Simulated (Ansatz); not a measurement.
The parent structure is BaTe in the rock salt structure (space group Fm-3m, No. 225; a = 6.941 Å).

Level of theory: Ansatz (an electronic-structure program) PBEsol, no spin-orbit coupling.

For the base:

```
Quantity            Value
---------------  --------
Volume per atom  41.81 Å³
```

The change: cell and atoms relaxed at a pressure of 3 GPa.

### Question
What happens to the volume per atom?

### Answer
The volume per atom shrinks by 3.16 Å³ to 38.65 Å³.

### Question
Estimate the effect on the mean gap deformation potential ΔEg/Δln V.

### Answer
The mean gap deformation potential ΔEg/Δln V amounts to +2.4 eV.

With Te present, leaving out spin-orbit coupling can change the band edges. Load acts through the strain it causes; cell and atoms are relaxed under it. Stability against distortions was not tested.
